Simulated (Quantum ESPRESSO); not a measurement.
# How a calculation on SbRu (Pnma, 8 atoms in the cell) responds to its settings

```
SbRu
1.0
    5.96080     0.00000     0.00000
    0.00000     3.70230     0.00000
    0.00000     0.00000     6.57970
Ru Sb
4 4
Direct
  0.00530   0.25000   0.20370
  0.49470   0.75000   0.70370
  0.50530   0.25000   0.29630
  0.99470   0.75000   0.79630
  0.19920   0.25000   0.58080
  0.30080   0.75000   0.08080
  0.69920   0.25000   0.91920
  0.80080   0.75000   0.41920
```

Base run A: LDA (PZ), PSlibrary PAW (LDA) pseudopotentials run with Quantum ESPRESSO 7.5, self-consistent single point.

Its settings: ecutwfc = 60 Ry; ecutrho = 420 Ry; occupations = smearing; smearing = fd; degauss = 0.0073499 Ry; potentials = {Ru: Ru.pz-spn-kjpaw_psl.1.0.0.UPF, Sb: Sb.pz-n-kjpaw_psl.1.0.0.UPF}; K_POINTS = automatic 3 5 3 0 0 0; conv_thr = 1e-11 Ry.

The starting cell comes from a database of published, mostly measured structures (it also holds non-ambient and calculated ones), without a prior relaxation at this level. Spin polarisation is off. In the base run, with a pressure of about -4 GPa the cell is away from its equilibrium volume at this level. Without a gap this mesh is coarse (it stands for a supercell whose shortest vector is 18 Å).

Runs:
- B: ecutwfc: 60 Ry → 40 Ry; ecutrho: 420 Ry → 320 Ry; pseudopotentials: {Ru: Ru.pz-spn-kjpaw_psl.1.0.0.UPF, Sb: Sb.pz-n-kjpaw_psl.1.0.0.UPF} → {Ru: ru_lda_v1.2.uspp.F.UPF, Sb: sb_lda_v1.4.uspp.F.UPF}
- C: ecutwfc: 60 Ry → 90 Ry; ecutrho: 420 Ry → default; pseudopotentials: {Ru: Ru.pz-spn-kjpaw_psl.1.0.0.UPF, Sb: Sb.pz-n-kjpaw_psl.1.0.0.UPF} → {Ru: Ru.upf, Sb: Sb.upf} [LDA (PW92)]
- D: pseudopotentials: {Ru: Ru.pz-spn-kjpaw_psl.1.0.0.UPF, Sb: Sb.pz-n-kjpaw_psl.1.0.0.UPF} → {Ru: Ru.pz-spn-rrkjus_psl.1.0.0.UPF, Sb: Sb.pz-n-rrkjus_psl.1.0.0.UPF}
- E: pseudopotentials: {Ru: Ru.pz-spn-kjpaw_psl.1.0.0.UPF, Sb: Sb.pz-n-kjpaw_psl.1.0.0.UPF} → {Ru: Ru.pz-spn-kjpaw_psl.1.0.0.UPF, Sb: Sb.pz-dn-kjpaw_psl.1.0.0.UPF}
- F: pseudopotentials: {Ru: Ru.pz-spn-kjpaw_psl.1.0.0.UPF, Sb: Sb.pz-n-kjpaw_psl.1.0.0.UPF} → {Ru: Ru.pz-spn-rrkjus_psl.1.0.0.UPF, Sb: Sb.pz-dn-rrkjus_psl.1.0.0.UPF} [LDA (PZ), PSlibrary ultrasoft (LDA]

```csv
run,pressure (GPa),largest force (eV/Å),valence electrons
A,-4.03,0.164,84
B,-3.25,0.160,124
C,-3.20,0.163,124
D,-3.92,0.163,84
E,-4.78,0.161,124
F,-4.64,0.161,124
```

Run B against A: The pressure goes from -4.03 to -3.25 GPa and the largest force moves little (0.164 to 0.160 eV/Å).

Run C against A: The pressure goes from -4.03 to -3.20 GPa and the largest force moves little (0.164 to 0.163 eV/Å).
